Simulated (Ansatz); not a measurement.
The parent structure is Cs$_{3}$AuS in the anti-perovskite structure (space group Pm-3m, No. 221; a = 6.542 Å; a hypothetical phase, not in the database extracts checked).

One thing is altered: a hydrostatic pressure of 0.7 GPa.

Levels (all Ansatz, a quantum-chemistry and plane-wave program, PAW): PBEsol (420 eV, scalar-relativistic without spin-orbit coupling); PBEsol+SOC (420 eV, noncollinear with spin-orbit coupling).

The geometry is relaxed with PBEsol.

| Property | Value |
|---|---|
| PBEsol lowest conduction level above the VBM at special points | X 0.90 eV; M 1.63 eV; R 2.43 eV; Γ 2.59 eV |
| PBEsol valence-band top at Γ | 0.00, 0.00, 0.00 eV |
| PBEsol smallest direct gap | 1.01 eV |

With PBEsol+SOC at the same geometry, the lowest conduction level above the VBM at special points changes from X 0.90 eV; M 1.63 eV; R 2.43 eV; Γ 2.59 eV to X 0.85 eV; M 1.48 eV; R 2.16 eV; Γ 2.58 eV; the valence-band top at Γ (three highest Kramers pairs, from the VBM) changes from 0.00, 0.00, 0.00 eV to 0.00, -0.03, -0.03 eV; the smallest direct gap falls by 0.05 eV to 0.96 eV.

Single points use the geometry relaxed with PBEsol. Differences between runs with and without spin-orbit coupling are approximate. Spin-orbit coupling, missing from the scalar runs, can matter with Au. Load acts through the strain it causes; cell and atoms are relaxed under it. No phonon test of stability was made.
